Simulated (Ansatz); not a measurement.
Consider the formation energy of O_i in W (bcc, Im-3m). Reaction: 64 W (bcc) + 1/2 O2 (gas) → cell A.

Cell A: a supercell of 64 sites of W (bcc, Im-3m) with O off the lattice sites (4 W at 1.96 Å); spin state with PBE: run without spin, k-point mesh 4×4×4.
```
CELL_PARAMETERS angstrom
     11.02867     0.00000     0.00000
     -3.67622    10.39793     0.00000
     -3.67622    -5.19897     9.00487
ATOMIC_POSITIONS crystal
  W  0.00293 0.00266 0.00200
  W  0.99973 0.99974 0.24996
  W  0.99976 0.99986 0.49962
  W  0.00179 0.00197 0.74982
  W  0.99986 0.25035 0.99969
  W  0.00004 0.25026 0.25027
  W  0.99954 0.24950 0.50003
  W  0.99976 0.25014 0.74990
  W  0.00040 0.50035 0.00075
  W  0.99994 0.50035 0.24960
  W  0.00004 0.49977 0.49978
  W  0.99973 0.49977 0.74999
  W  0.00064 0.75014 0.00050
  W  0.00040 0.74965 0.25006
  W  0.99986 0.75017 0.49951
  W  0.00293 0.75093 0.75026
  W  0.25084 0.00043 0.00041
  W  0.25031 0.99965 0.25014
  W  0.24933 0.99965 0.49951
  W  0.24959 0.00043 0.75002
  W  0.24959 0.24957 0.99916
  W  0.24800 0.24734 0.24707
  W  0.24879 0.24879 0.49877
  W  0.24785 0.24803 0.74982
  W  0.24933 0.49983 0.99969
  W  0.24950 0.49986 0.24936
  W  0.24449 0.49825 0.49625
  W  0.24879 0.50002 0.75000
  W  0.25031 0.75017 0.00067
  W  0.24925 0.74965 0.24960
  W  0.24950 0.75014 0.49964
  W  0.24800 0.75093 0.75067
  W  0.50018 0.00197 0.00215
  W  0.50010 0.99986 0.25024
  W  0.50001 0.99974 0.49978
  W  0.49974 0.00266 0.75067
  W  0.49998 0.24957 0.00041
  W  0.50018 0.24803 0.24821
  W  0.50000 0.24879 0.50002
  W  0.49933 0.24734 0.75026
  W  0.49933 0.49907 0.00200
  W  0.49974 0.49907 0.24707
  W  0.49576 0.48602 0.48179
  W  0.49026 0.48602 0.75424
  W  0.50000 0.74998 0.00121
  W  0.50001 0.75023 0.25027
  W  0.49800 0.75175 0.49625
  W  0.49576 0.76398 0.75974
  W  0.75123 0.00121 0.00121
  W  0.74997 0.00050 0.25046
  W  0.75053 0.00050 0.50003
  W  0.74998 0.00121 0.75000
  W  0.75049 0.25035 0.00067
  W  0.75038 0.25014 0.25024
  W  0.74997 0.24950 0.49947
  W  0.75022 0.25026 0.74999
  W  0.75036 0.49986 0.00050
  W  0.75049 0.49983 0.25014
  W  0.75123 0.50002 0.50002
  W  0.75375 0.49825 0.75200
  W  0.75375 0.75175 0.00551
  W  0.75022 0.75023 0.24996
  W  0.74998 0.74998 0.49877
  W  0.76821 0.76398 0.75424
  O  0.56250 0.62500 0.68750
```

Reference: W (bcc, Im-3m), 64 atoms in the cell, the relaxed perfect crystal repeated, atoms not moved again; spin state with PBE: run without spin, k-point mesh 4×4×4 on the run's own vectors.

Reference: an isolated O2 molecule (triplet) in a box of 11 × 11 × 13 Å.

All numbers come from Ansatz (a program for electronic structure), plane waves with PAW, its default PAW set, cutoff 420 eV, 500 eV for r2SCAN. The structures are at rest with PBE, within the held lattices; other levels are single points on them. Neutral cells; Fermi-Dirac smearing of at most 0.10 eV in the solids, energies taken to zero width. The lattices are those relaxed with PBE, so at other levels the solids can be strained, which adds to the spread. Larger cells are relaxed from a start prepared with the learned potential CHGNet, on a coarser mesh till forces fall under 0.03 eV/Å, which some starts already meet. A dispersion term (D3(BJ), or D4 for r2SCAN) was computed beside these levels and is taken off wherever the name lacks it. The PAW files were made for PBE and serve at the other functionals too. Space groups of crystals are read within 0.01 Å. Static lattices, no vibrational contributions. Cells are local rest points, mostly with their start's symmetry. The runs are scalar-relativistic, without spin-orbit coupling. No Hubbard U is applied. No correction for cell size. Mesh and cell size may move defect energies by 0.1 eV or more. Cell A has symmetry I-4m2 within 0.02 Å and got no random move, so less symmetric positions, which may lie lower, weren't tried.

### Question
Give the value at the level r2SCAN.

### Answer
0.55 eV, for 64 W (bcc) + 1/2 O2 (gas) → cell A.

### Question
How does the value move with the functional?

### Answer
| Level | value (eV) | less r2SCAN |
|---|---|---|
| PBE | 0.84 | 0.29 |

The levels shown span 0.29 eV, from r2SCAN (0.55) to PBE (0.84).
